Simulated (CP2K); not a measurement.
## CP2K run on TeMoWSeS2 (P3m1, 12 atoms in the cell): self-consistent single point

Computed with PBEsol, GPW, DZVP-MOLOPT-SR-GTH basis, GTH-PBE potentials (GTH_POTENTIALS) in CP2K.

Input:

```
&GLOBAL
  PROJECT run
  RUN_TYPE ENERGY_FORCE
  PRINT_LEVEL MEDIUM
&END GLOBAL
&FORCE_EVAL
  METHOD Quickstep
  STRESS_TENSOR ANALYTICAL
  &DFT
    BASIS_SET_FILE_NAME BASIS_MOLOPT
    POTENTIAL_FILE_NAME GTH_POTENTIALS
    &QS
      METHOD GPW
      EPS_DEFAULT 1E-10
    &END QS
    &MGRID
      CUTOFF 500
      REL_CUTOFF 50
      NGRIDS 5
    &END MGRID
    &SCF
      SCF_GUESS ATOMIC
      EPS_SCF 1E-6
      MAX_SCF 100
      ADDED_MOS 17
      &DIAGONALIZATION
        ALGORITHM STANDARD
      &END DIAGONALIZATION
      &MIXING
        METHOD BROYDEN_MIXING
        ALPHA 0.2
        NBUFFER 8
      &END MIXING
      &SMEAR ON
        METHOD GAUSSIAN
        SIGMA [eV] 0.05
      &END SMEAR
    &END SCF
    &KPOINTS
      SCHEME MONKHORST-PACK 5 5 1
    &END KPOINTS
    &XC
      &XC_FUNCTIONAL
        &PBE
          PARAMETRIZATION PBESOL
        &END PBE
      &END XC_FUNCTIONAL
    &END XC
    &PRINT
      &MO
        EIGENVALUES T
        OCCUPATION_NUMBERS T
        NDIGITS 8
        FILENAME mo
        &EACH
          QS_SCF 0
        &END EACH
        ADD_LAST NUMERIC
      &END MO
      &MULLIKEN ON
      &END MULLIKEN
    &END PRINT
  &END DFT
  &SUBSYS
    &CELL
      A 3.30614000 0.00000000 0.00000000
      B -1.65307000 2.86320100 0.00000000
      C 0.00000000 0.00000000 38.08319000
      PERIODIC XYZ
    &END CELL
    &COORD
      SCALED
      Te       0.33333300     0.66666700     0.41915000
      Te       0.33333300     0.66666700     0.51962000
      Mo       0.00000000     0.00000000     0.46942000
      Mo       0.33333300     0.66666700     0.28169000
      W        0.00000000     0.00000000     0.09392000
      W        0.33333300     0.66666700     0.65793000
      Se       0.00000000     0.00000000     0.70225000
      Se       0.00000000     0.00000000     0.61355000
      S        0.00000000     0.00000000     0.32180000
      S        0.33333300     0.66666700     0.05364000
      S        0.33333300     0.66666700     0.13419000
      S        0.00000000     0.00000000     0.24158000
    &END COORD
    &KIND Te
      BASIS_SET DZVP-MOLOPT-SR-GTH-q6
      POTENTIAL GTH-PBE-q6
    &END KIND
    &KIND Mo
      BASIS_SET DZVP-MOLOPT-SR-GTH-q14
      POTENTIAL GTH-PBE-q14
    &END KIND
    &KIND W
      BASIS_SET DZVP-MOLOPT-SR-GTH-q14
      POTENTIAL GTH-PBE-q14
    &END KIND
    &KIND Se
      BASIS_SET DZVP-MOLOPT-SR-GTH-q6
      POTENTIAL GTH-PBE-q6
    &END KIND
    &KIND S
      BASIS_SET DZVP-MOLOPT-SR-GTH-q6
      POTENTIAL GTH-PBE-q6
    &END KIND
  &END SUBSYS
  &PRINT
    &FORCES ON
    &END FORCES
    &STRESS_TENSOR ON
    &END STRESS_TENSOR
  &END PRINT
&END FORCE_EVAL
```

The program printed (abridged):

```
 GLOBAL| Method name                                                        CP2K
 GLOBAL| Project name                                                        run
 GLOBAL| Run type                                                   ENERGY_FORCE

 CELL| Volume [angstrom^3]:                                           360.500936
 CELL| Vector a [angstrom]:       3.306     0.000     0.000   |a| =     3.306140
 CELL| Vector b [angstrom]:      -1.653     2.863     0.000   |b| =     3.306140
 CELL| Vector c [angstrom]:       0.000     0.000    38.083   |c| =    38.083190
 CELL| Angle (b,c), alpha [degree]:                                    90.000000
 CELL| Angle (a,c), beta  [degree]:                                    90.000000
 CELL| Angle (a,b), gamma [degree]:                                   120.000002
 CELL| Numerically orthorhombic:                                              NO
 CELL| Periodicity                                                           XYZ

 DFT| Spin restricted Kohn-Sham (RKS) calculation                            RKS
 DFT| Multiplicity                                                             1
 DFT| Number of spin states                                                    1
 DFT| Charge                                                                   0
 DFT| XC density smoothing                                                  NONE
 DFT| XC derivatives                                                          PW

 QS| Method:                                                                 GPW
 QS| Density plane wave grid type                        NON-SPHERICAL FULLSPACE
 QS| Number of grid levels:                                                    5
 QS| Density cutoff [a.u.]:                                                250.0
 QS| Multi grid cutoff [a.u.]: 1) grid level                               250.0
   [... lines left out ...]
 BRILLOUIN|     8           0.08000       -0.20000        0.00000        0.00000
 BRILLOUIN|     9           0.08000       -0.20000        0.20000        0.00000
 BRILLOUIN|    10           0.08000       -0.20000        0.40000        0.00000
 BRILLOUIN|    11           0.08000        0.00000       -0.40000        0.00000
 BRILLOUIN|    12           0.08000        0.00000       -0.20000        0.00000
 BRILLOUIN|    13           0.04000        0.00000        0.00000        0.00000
 *******************************************************************************

 Extrapolation method: initial_guess

 Re-scaling the density matrix to get the right number of electrons
                  # Electrons              Trace(P)               Scaling factor
                          104               104.000                        1.000

 Number of electrons:                                                        104
 Number of occupied orbitals:                                                 52
 Number of molecular orbitals:                                                69

 Number of orbital functions:                                                208
 Number of independent orbital functions:                                    208
 SCF WAVEFUNCTION OPTIMIZATION

  Step     Update method      Time    Convergence         Total energy    Change
     1 NoMix/Diag. 0.20E+00      -     2.12877310      -350.2593482134 -3.50E+02
     2 Broy./Diag. 0.20E+00      -     0.19508944      -353.8976086280 -3.64E+00
     3 Broy./Diag. 0.20E+00      -     0.09275302      -350.7730492513  3.12E+00
     4 Broy./Diag. 0.20E+00      -     0.03798895      -349.1927058050  1.58E+00
     5 Broy./Diag. 0.20E+00      -     0.01579356      -348.8409917744  3.52E-01
     6 Broy./Diag. 0.20E+00      -     0.00605442      -348.6144911407  2.27E-01
     7 Broy./Diag. 0.20E+00      -     0.00671210      -348.7345247706 -1.20E-01
   [... 18 lines left out ...]
    26 Broy./Diag. 0.20E+00      -     0.00000448      -348.7469271159 -1.85E-05
    27 Broy./Diag. 0.20E+00      -     0.00000174      -348.7469187728  8.34E-06
    28 Broy./Diag. 0.20E+00      -     0.00000188      -348.7469039280  1.48E-05
    29 Broy./Diag. 0.20E+00      -     0.00000202      -348.7469051216 -1.19E-06
    30 Broy./Diag. 0.20E+00      -     0.00000097      -348.7469149964 -9.87E-06
  *** SCF run converged in    30 steps ***

  Electronic density on regular grids:       -103.9999999998        0.0000000002
  Core density on regular grids:              103.9999999880       -0.0000000120
  Total charge density on r-space grids:       -0.0000000118
  Total charge density g-space grids:          -0.0000000118

  Overlap energy of the core charge distribution:               0.00000001089155
  Self energy of the core charge distribution:               -633.81194283409479
  Core Hamiltonian energy:                                    139.58825364842329
  Hartree energy:                                             193.02840685347940
  Exchange-correlation energy:                                -47.55159445003698
  Smearing free energy correction:                             -0.00003822511377
  Fermi energy:                                                 0.16779947150799

  Total energy:                                              -348.74691499644968
  Total energy (extrapolated to sigma->0):                   -348.74689588389282

                     Mulliken Population Analysis

 #  Atom  Element  Kind  Atomic population                           Net charge
       1     Te       1          5.612383                              0.387617
       2     Te       1          5.632921                              0.367079
       3     Mo       2         14.761793                             -0.761793
       4     Mo       2         14.749243                             -0.749243
       5     W        3         14.764806                             -0.764806
       6     W        3         14.209985                             -0.209985
       7     Se       4          5.883350                              0.116650
       8     Se       4          5.898032                              0.101968
       9     S        5          5.615869                              0.384131
      10     S        5          5.620649                              0.379351
      11     S        5          5.613931                              0.386069
      12     S        5          5.637039                              0.362961
   [... lines left out ...]
 FORCES|      3 -4.43264251E-07  2.34190827E-07 -7.57776345E-04   7.57776511E-04
 FORCES|      4  5.12879678E-07 -2.71438521E-07  5.89969223E-04   5.89969508E-04
 FORCES|      5 -5.90374168E-07  3.33700275E-07  1.69525512E-04   1.69526868E-04
 FORCES|      6  5.99925083E-07 -3.37014731E-07 -2.17723687E-04   2.17724774E-04
 FORCES|      7 -2.85176363E-07  1.42605626E-07 -4.74050993E-03   4.74050994E-03
 FORCES|      8 -2.61192495E-07  2.14924647E-07  3.99792881E-03   3.99792883E-03
 FORCES|      9 -2.79584136E-07  1.43771148E-07 -3.52838184E-03   3.52838186E-03
 FORCES|     10  2.96466755E-07 -2.06228506E-07  6.07743542E-03   6.07743543E-03
 FORCES|     11  2.96408469E-07 -1.28819705E-07 -5.38251110E-03   5.38251111E-03
 FORCES|     12 -2.80402024E-07  1.53205357E-07  3.78205998E-03   3.78205999E-03
 FORCES| Sum     1.44291299E-08 -8.33242355E-09  8.57253775E-06
 FORCES| Total atomic force                                       8.57255394E-06

 STRESS| Analytical stress tensor [bar]
 STRESS|                        x                   y                   z
 STRESS|      x       -1.96568864083E+04  -2.73799416594E-01   1.05105156896E-04
 STRESS|      y       -2.73799416594E-01  -1.96570326425E+04   5.81810299979E-02
 STRESS|      z        1.05105156896E-04   5.81810299979E-02  -1.54922395041E+04
 STRESS| 1/3 Trace                                            -1.82687195183E+04
```

The run converged in 30 iterations.

The starting cell comes from a database of computed structures (which also holds hypothetical and non-ambient phases and stackings), without a prior relaxation at this level. Spin polarisation is off. Values carry the incompleteness of an atom-centred basis. The potentials were made for another functional than the one used.

Cost on one core of a shared machine: roughly 2 min.
